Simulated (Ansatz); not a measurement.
**A self-consistent single point of Nb₃Sn (Pm-3n, 8 atoms in the cell) with Ansatz (a program for electronic structure)**

Level of theory: PBE (plane waves, PAW; Ansatz).

Input as run:

Ansatz 0.2 input:
```yaml
# Nb3Sn
crystal:
  lattice:
    - [5.305870, 0.000000, 0.000000]
    - [0.000000, 5.305870, 0.000000]
    - [0.000000, 0.000000, 5.305870]
  atoms:
    - { symbol: Nb, position_ang: [1.326467, 0.000000, 2.652935] }
    - { symbol: Nb, position_ang: [2.652935, 1.326467, 0.000000] }
    - { symbol: Nb, position_ang: [2.652935, 3.979402, 0.000000] }
    - { symbol: Nb, position_ang: [3.979402, 0.000000, 2.652935] }
    - { symbol: Nb, position_ang: [0.000000, 2.652935, 3.979402] }
    - { symbol: Nb, position_ang: [0.000000, 2.652935, 1.326467] }
    - { symbol: Sn, position_ang: [2.652935, 2.652935, 2.652935] }
    - { symbol: Sn, position_ang: [0.000000, 0.000000, 0.000000] }
basis:
  ecutwfc: 30.9 Ry
kpoints:
  mp_grid:
    grid: [6, 6, 6]
hamiltonian:
  xc: pbe
  pseudopotentials:
    kind: paw
scf:
  occupations:
    method: fermi_dirac
    width: 0.0073 Ry
output:
  forces: true
  eigenvalues: true
  stress: true
```

The program printed (abridged):

```
WARN ansatz: RAYON_NUM_THREADS=1 ignored (pool sized by the plan → 1); use --threads N
Pseudopotentials: kind: paw
Pseudopotential: Nb, paw, valence charge 13
Pseudopotential: Sn, paw, valence charge 14
Crystal: 8 atoms, lattice volume = 149.372 Å³
Basis set: ecut = 420.4159175005146 eV, 2945 PW (Γ), exchange–correlation on 72×72×72 points (8 copies of the dense FFT grid, shifted against one another)
Bands: 64, of which v1, the nominal top of the filled ones, is band 53 counted from 1 (52 counted from 0)
Symmetry: 48 space group operations
Space group: Pm-3n (ITA 223), of the structure as read, at distance tolerance 5.3e-5 Å
k-points: 20 of 216
Initial density: superposition of atomic densities (neutral atoms: chi_scale 0, normalization atom), corrected by the library's trained network
Initial wavefunctions: pseudopotential atomic-orbital guess
Eigensolver: davidson
Functional: x = pbe(κ = 0.804, μ = 0.2195149727645171), c = pbe(β = 0.06672455060314922)
SCF iter   1: F=—  HF=-39363.713826 eV  |F-HF|=—  |Δ(HF+E_count)|=         —  Δρ=4.92e-3  dr2=3.36e-2  ethr=1.77e-3  ⟨swp⟩=5.9  Hψ=4502  notcnv=0
all-band conjugate gradients solve this SCF's bands
preconditioner: auto → Kerker (q_TF=auto, 2.577 Å⁻¹)
SCF iter   2: F=—  HF=-39363.707344 eV  |F-HF|=—  |Δ(HF+E_count)|=   6.48e-3  Δρ=2.75e-3  dr2=1.12e-2  ethr=3.17e-5  ⟨swp⟩=1.9  Hψ=1508  notcnv=0  defer=1
SCF iter   3: F=—  HF=-39363.703969 eV  |F-HF|=—  |Δ(HF+E_count)|=   3.38e-3  Δρ=3.62e-4  dr2=1.12e-4  ethr=1.05e-5  ⟨swp⟩=2.2  Hψ=2251  notcnv=0  defer=1
SCF iter   4: F=—  HF=-39363.703955 eV  |F-HF|=—  |Δ(HF+E_count)|=   1.38e-5  Δρ=8.06e-5  dr2=9.38e-6  ethr=1.06e-7  ⟨swp⟩=2.5  Hψ=2344  notcnv=0  defer=1
SCF iter   5: F=—  HF=-39363.704170 eV  |F-HF|=—  |Δ(HF+E_count)|=   2.15e-4  Δρ=2.26e-5  dr2=7.01e-7  ethr=8.85e-9  ⟨swp⟩=2.0  Hψ=1725  notcnv=0  defer=1
SCF iter   6: F=-39363.704170 eV  HF=-39363.704170 eV  |F-HF|=1.67e-8  |Δ(HF+E_count)|=   4.59e-8  Δρ=4.87e-6  dr2=3.86e-8  ethr=9.43e-11  ⟨swp⟩=7.6  Hψ=4806  notcnv=0
SCF 1 converged in 6 iterations: F = -39363.704170 eV  dr2 = 3.86e-8
SCF converged after 6 iterations
Free energy (F): -39363.704170 eV
Harris-Foulkes:  -39363.704170 eV  (|F-HF|=1.67e-8)
Internal energy: -39363.376668 eV  (E = F + TS)
E sigma→0 (E₀):  -39363.540419 eV
Entropy (-TS):   -0.327502 eV (-40.938 meV/atom)
Fermi energy:    17.046747 eV
--- Per-component energies (eV) ---
  E_band       = -461.364628
  E_kinetic    = 2746.711972
  E_local      = -5449.046754  (includes V_loc(G=0)·N_el)
  E_nonlocal   = 657.509548
  E_hartree    = 2211.982469
  E_xc         = -1818.688260
  E_vxc        = -1471.440381  (∫ρ·V_xc dr)
  E_paw        = -26721.706480  (= ΣΔE_a)
  E_vpaw       = -1369.067221  (= ΣTr[D̂ρ^β])
  E_aug_tail   = 0.000048  (compensation charges beyond the density's cutoff)
  E_ewald      = -10990.139211
  E_smearing   = -0.327502  (= −TS)
  E_closure    = 0.000000  (closes the sum)
  Σ components = -39363.704170   (vs F -39363.704170, Δ=0.00e0)
--- Forces (eV/Å), atoms counted from 1 ---
  atom   1  Nb     0.00000000     0.00000000     0.00000000
   [... zero for the other atoms too ...]
  max |Σ_I F_I| component: 1.45e-17 eV/Å
--- Stress (GPa, compression-positive) ---
        1.258248       0.000000       0.000000
        0.000000       1.258248       0.000000
        0.000000       0.000000       1.258248
  P = ⅓ Tr σ = 1.2582 GPa (12.582 kbar)
  The stress holds the Pulay correction. Without it, at fixed plane waves, as pw.x and ABINIT print it: P = 1.2112 GPa
--- Band table (eV; the first three rows and the last of 20) ---
  k-point 0: bands = ["-37.5447", "-37.4757", "-37.4757", "-37.2624", "-37.2624", "-37.2624", "-14.4406", "-14.4406", "-14.2977", "-13.7539", "-13.7539", "-13.7539", "-13.4109", "-13.4109", "-13.4109", "-13.3914", "-13.3914", "-13.3914", "-13.3016", [...]
  k-point 1: bands = ["-37.5370", "-37.4792", "-37.4649", "-37.2783", "-37.2624", "-37.2624", "-14.4365", "-14.3960", "-14.2486", "-13.7511", "-13.7511", "-13.7266", "-13.4426", "-13.4426", "-13.4149", "-13.4036", "-13.3538", "-13.3538", "-13.3095", [...]
  k-point 2: bands = ["-37.5203", "-37.4888", "-37.4307", "-37.3211", "-37.2624", "-37.2624", "-14.4248", "-14.3885", "-13.9903", "-13.7459", "-13.7459", "-13.6559", "-13.4792", "-13.4640", "-13.4640", "-13.3837", "-13.3345", "-13.3345", "-13.3291", [...]
  k-point 19: bands = ["-37.3822", "-37.3822", "-37.3822", "-37.3822", "-37.3822", "-37.3822", "-13.6918", "-13.6918", "-13.6487", "-13.6487", "-13.6487", "-13.6487", "-13.6487", "-13.6487", "-13.4006", "-13.4006", "-13.4006", "-13.4006", [...]
```

The run converged in 6 iterations.

The starting cell has typed, rounded lattice constants, without a prior relaxation at this level. Its lattice was rescaled by up to half a per cent. Spin polarisation is off. Ansatz's pressure includes its estimate of the finite-basis (Pulay) stress.
